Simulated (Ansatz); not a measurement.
The reference is SnSe in the GeS type structure (space group Pnma, No. 62; a = 11.536 Å, b = 4.121 Å, c = 4.578 Å; layered, stacked along the Cartesian x axis). Axes: x, y, z lie along a, b, c of the conventional cell.

Calculations: r2SCAN+rVV10/PAW in Ansatz (an electronic-structure program), no spin-orbit coupling.

Strains are applied to the cell and any free atomic positions relax.

One change was made to it. Results:

| quantity | base | after |
|---|---|---|
| pressure (mean of the normal stresses, compression positive) | 0.00 GPa | 4.08 GPa |
| energy relative to the base (free energy F) | 0 meV/atom | +28 meV/atom |
| largest internal atomic displacement | – | 0.076 Å |

Q: Which of these changes matches the shifts?
A) isotropic strain −0.92 %
B) uniaxial strain ε_zz = −5.07 %
C) isotropic strain −3.11 %

A: C, isotropic strain −3.11 %. For comparison, the energy relative to the base in the other runs: isotropic strain −0.92 % gives +2.1 meV/atom; uniaxial strain ε_zz = −5.07 % gives +8.7 meV/atom.

Stability against distortions was not tested.
